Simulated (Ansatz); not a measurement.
Response to strain in SnSe2

The reference is SnSe2 in the CdI2 type structure (space group P-3m1, No. 164; a = 3.840 Å, c = 6.007 Å; layered, stacked along the Cartesian z axis). Axes: x lies along a and z along c of the hexagonal cell.

Strains are applied to the cell and any free atomic positions relax.

Calculations: Ansatz (a first-principles code), PBE-D3(BJ), PAW, cutoff 420 eV, no SOC.

Notes on the quantities. energy relative to the base: free energy F.

```
case                              band gap  shortest interatomic distance  energy relative to the base
------------------------------  ----------  -----------------------------  ---------------------------
base                               0.36 eV                        2.730 Å                   0 meV/atom
uniaxial strain ε_zz = −3.00 %     0.15 eV                        2.726 Å                +2.5 meV/atom
uniaxial strain ε_zz = −2.50 %     0.18 eV                        2.727 Å                +1.7 meV/atom
uniaxial strain ε_zz = −2.00 %     0.22 eV                        2.728 Å                +1.1 meV/atom
uniaxial strain ε_zz = −1.00 %     0.29 eV                        2.729 Å                +0.3 meV/atom
uniaxial strain ε_zz = −0.50 %     0.33 eV                        2.730 Å                +0.1 meV/atom
uniaxial strain ε_zz = +0.50 %     0.40 eV                        2.731 Å                +0.1 meV/atom
uniaxial strain ε_zz = +1.00 %  (withheld)                        2.731 Å                +0.2 meV/atom
uniaxial strain ε_zz = +1.50 %     0.46 eV                        2.732 Å                +0.5 meV/atom
uniaxial strain ε_zz = +3.00 %     0.56 eV                        2.733 Å                   (withheld)
```

Task: Some entries are withheld; estimate them.

Result: 
- uniaxial strain ε_zz = +1.00 %, band gap: 0.43 eV
- uniaxial strain ε_zz = +3.00 %, energy relative to the base: +1.9 meV/atom

Stability against distortions was not tested. A zero or small gap of SnSe2 under uniaxial strain ε_zz = −3.00 %, SnSe2 under uniaxial strain ε_zz = −2.50 %, SnSe2 under uniaxial strain ε_zz = −2.00 % and SnSe2 under uniaxial strain ε_zz = −1.00 % can be the functional's error rather than a property of the material.
